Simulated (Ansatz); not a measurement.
Start from Hf in the hcp (Mg type) structure (space group P6_3/mmc, No. 194; a = 3.198 Å, c = 5.049 Å; relaxed with 0.1 eV smearing).

Computed with r2SCAN/PAW in Ansatz (an electronic-structure program), no spin-orbit coupling, earlier PAW set.

Base values:

* **Pressure**: 0.0 GPa
* **Band gap**: zero

One thing is altered: an isotropic linear strain of −0.90 %, atoms relaxed at fixed cell.

Task: Predict the new pressure, energy relative to the base and band gap.

Result: The pressure (mean of the normal stresses, compression positive) goes from zero to 3.1 GPa; the energy goes up by 5.7 meV/atom; the band gap stays zero.

Stability against distortions was not tested. The final runs are not spin-polarised.
